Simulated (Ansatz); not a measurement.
Structures of equal composition on the (111) surface of fcc Rh: clean 1x1; top plane shifted to the other hollow. The slabs share one bottom face, and each structure is named by its start. These are constructed structures in small cells; real faces may alloy, dewet or reconstruct in larger ones, and not all known structures of the face are among them. Slabs of about 11 Å, Fermi-Dirac smearing of 0.1 eV. Bottom of the slabs: a bare face, its two planes held. Relaxed from the named starts with such symmetry as they have, on meshes of like density; energies extrapolated to zero smearing; spin only where a row says so; no spin-orbit coupling, no U. Brackets mark spin-polarised runs, whose order is one that fits the cell.

The numbers are results of PBE (plane waves to 420 eV, PAW; Ansatz, a program for electronic structure), not measurements.

Problem. Order them by energy per 1x1 cell (lowest first) at the level PBE.

Solution. clean 1x1 (0.000 eV), top plane shifted to the other hollow (0.050 eV)
